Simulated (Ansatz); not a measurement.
SmIn3 (Pm-3m, No. 221) was calculated with r²SCAN (PAW; Ansatz, a first-principles code).

Numerical settings: plane-wave cutoff 500 eV, 12×12×12 k mesh, Fermi–Dirac smearing 0.1 eV, spin-polarised start, scalar-relativistic PAW data made under PBE.

Computed at the level's own relaxed cell.

What does this level give for the equilibrium volume per atom and lattice constant a?


equilibrium volume per atom: 26.09 Å³/atom
lattice constant a: 4.708 Å

Note: the magnetic order was assumed, not searched for or taken from measurement; the 4f shell is treated without U or exact exchange, so its levels and filling can be wrong; the volume lies 6 % above that of the published cell.

Spin–orbit coupling is not included.

Static lattice: no zero-point or thermal effects.
